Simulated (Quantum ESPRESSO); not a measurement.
Input and output of a self-consistent single point for BaPdO3 (P1, 5 atoms in the cell) (Quantum ESPRESSO).

Computed with LDA (PZ), GBRV 1.5 ultrasoft (LDA) pseudopotentials (plane waves; Quantum ESPRESSO).

```yaml
crystal:
  lattice:
    - [4.12827, 0.00000, 0.00000]
    - [0.00000, 4.12827, 0.00000]
    - [0.00000, 0.00000, 4.12827]
  atoms:
    - { symbol: Ba, position: [0.00895, 0.00458, 0.00261] }
    - { symbol: Pd, position: [0.49565, 0.49561, 0.50016] }
    - { symbol: O, position: [0.99885, 0.49658, 0.48956] }
    - { symbol: O, position: [0.49857, 0.00554, 0.50410] }
    - { symbol: O, position: [0.49798, 0.49769, 0.00358] }
```

Reference input (self-consistent single point, DFT, PBEsol, plane waves, GBRV 1.5 ultrasoft (PBESOL) pseudopotentials): ecutwfc = 40 Ry; ecutrho = 320 Ry; occupations = smearing; smearing = gaussian; degauss = 0.0073499 Ry; potentials = {Ba: ba_pbesol_v1.uspp.F.UPF, Pd: pd_pbesol_v1.4.uspp.F.UPF, O: o_pbesol_v1.2.uspp.F.UPF}; K_POINTS = automatic 5 5 5 0 0 0; conv_thr = 1e-09 Ry. This run's input differs from it in these lines:

```diff
@@ -22,5 +22,5 @@
 ATOMIC_SPECIES
-Ba   137.3270  ba_pbesol_v1.uspp.F.UPF
-Pd   106.4200  pd_pbesol_v1.4.uspp.F.UPF
-O     15.9990  o_pbesol_v1.2.uspp.F.UPF
+Ba   137.3270  ba_lda_v1.uspp.F.UPF
+Pd   106.4200  pd_lda_v1.4.uspp.F.UPF
+O     15.9990  o_lda_v1.2.uspp.F.UPF
 ATOMIC_POSITIONS {crystal}
```

Output (repeated stretches shortened):

```
     Self-consistent Calculation

     iteration #  1     ecut=    40.00 Ry     beta= 0.70

     negative rho (up, down):  1.630E-01 0.000E+00

     total energy              =    -362.93116551 Ry
     estimated scf accuracy    <       5.05923090 Ry

     iteration #  2     ecut=    40.00 Ry     beta= 0.70

     negative rho (up, down):  1.660E-01 0.000E+00

     total energy              =    -364.46759650 Ry
     estimated scf accuracy    <      15.21476740 Ry

     iteration #  3     ecut=    40.00 Ry     beta= 0.70

     negative rho (up, down):  1.660E-01 0.000E+00

     total energy              =    -365.98326239 Ry
     estimated scf accuracy    <       0.44916061 Ry

   [... 9 blocks of this kind left out ...]

     iteration # 13     ecut=    40.00 Ry     beta= 0.70

     negative rho (up, down):  1.663E-01 0.000E+00

     total energy              =    -366.06623441 Ry
     estimated scf accuracy    <          4.8E-09 Ry

     iteration # 14     ecut=    40.00 Ry     beta= 0.70

     negative rho (up, down):  1.663E-01 0.000E+00
     End of self-consistent calculation

     the Fermi energy is     9.7189 ev

!    total energy              =    -366.06623441 Ry
     estimated scf accuracy    <          6.2E-10 Ry
     smearing contrib. (-TS)   =      -0.00345924 Ry
     internal energy E=F+TS    =    -366.06277518 Ry

     convergence has been achieved in  14 iterations

     negative rho (up, down):  1.663E-01 0.000E+00

     Forces acting on atoms (cartesian axes, Ry/au):

     atom    1 type  1   force =    -0.00540818   -0.00299828   -0.00074119
     atom    2 type  2   force =     0.00854130    0.01495236    0.00470712
     atom    3 type  3   force =    -0.00324599    0.00236894    0.00314604
     atom    4 type  3   force =     0.00000294   -0.01649253    0.00075603
     atom    5 type  3   force =     0.00010994    0.00216951   -0.00786800

     Total force =     0.026883     Total SCF correction =     0.000015

     negative rho (up, down):  1.663E-01 0.000E+00
          total   stress  (Ry/bohr**3)                   (kbar)     P=     -112.00
  -0.00076635   0.00000285  -0.00000018         -112.73        0.42       -0.03
   0.00000285  -0.00075345   0.00000164            0.42     -110.84        0.24
  -0.00000018   0.00000164  -0.00076421           -0.03        0.24     -112.42

   JOB DONE.
```

The run converged in 14 iterations. Against the reference run the pressure goes from -6.75 to -11.20 GPa and the largest force goes from 0.477 to 0.459 eV/Å.

The starting cell comes from a database of computed structures (which also holds hypothetical and non-ambient phases and stackings), without a prior relaxation at this level. Its atoms were displaced at random from the sites of space group no. 221. Spin polarisation is off. With a pressure of about -11 GPa the cell is away from its equilibrium volume at this level.

Cost on one core of a shared machine: roughly 80 s.
